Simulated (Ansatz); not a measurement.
Model glasses of amorphous SiO2, 71 to 89 atoms (Si24O48 before any change). Each row is one cell at a composition chosen by hand, melted whole on the CHGNet potential with the anions pushed apart under 1.9 Å, quenched within some picoseconds, far faster than a real film, and relaxed with PBE, scalar-relativistic without spin-orbit coupling (plane waves to 420 eV, PAW; Ansatz, a quantum-chemistry and plane-wave program). Each is the lower in DFT energy of 2 quenches. Cycles of charging and discharging were tried on the cells ahead of these points, and a cell that came back lower was taken. The column on the box says what of it was relaxed with the atoms; held means as the quench left it. Cells that kept moments or hold spare charge are left out. So are cells far out in the fitted variable, so that no row sets the line alone.

At the relaxed places, the spacing of the highest filled and the lowest empty level was computed at the zone centre with PBE and with r2SCAN, without spin polarisation, or with spin where the moments then died out. A level counts as spread where PBE shares it among more than a fifth of the atoms; else the element of the atom with the largest weight is named. Formal charges balance in every cell (each cation at its usual highest valence, Cu and Ag at +1, Sb at +3, H at +1, O at −2, N at −3, F and Cl at −1). r2SCAN ran with plane waves to 500 eV. Where a level is localised, the spacing isn't the band gap.

| cell | change | box | highest filled on | lowest empty on | spacing, PBE (eV) | spacing, r2SCAN (eV) |
|---|---|---|---|---|---|---|
| Si24O51La2 | +2 La, +3 O | volume and shape | O | spread | 2.18 | 2.72 |
| Si24O53Nb2 | +2 Nb, +5 O | shape | O | Nb | 2.94 | 3.34 |
| Si24O45N2 | +2 N, −3 O | held | O | spread | 3.49 | 4.18 |
| Si24O59P4Na2 | +2 Na, +11 O, +4 P | volume | O | spread | 3.77 | 4.43 |
| Si24O53P2 | +5 O, +2 P | shape | O | spread | 4.14 | 4.80 |
| Si24O50Ge | +1 Ge, +2 O | shape | O | Ge | 4.43 | 5.18 |
| Si24O51Sc2 | +3 O, +2 Sc | held | O | spread | 4.62 | withheld |
| Si24O45F6 | +6 F, −3 O | volume | O | spread | 5.17 | 5.88 |

Q: Fit a straight line of the last column on the one before it through the 7 full rows, and predict the withheld value for Si24O51Sc2.

A: Means: x = 3.731, y = 4.361. Slope = Σ(Δx Δy) / Σ(Δx²) = 6.3370 / 5.8175 = 1.089; intercept = 4.361 − (1.089) × 3.731 = 0.298 eV; r.m.s. residual 0.076 eV. Prediction: 0.298 + (1.089) × 4.62 = 5.33 eV. The run gave 5.24 eV, a miss of 0.09 eV, within twice the residual.

In Si24O51La2, Si24O45N2 the spacing lies under 0.8 of the table's widest and a localised level on an atom of the host, not next to a guest, bounds it: there a defect of the quenched network is a likely cause.
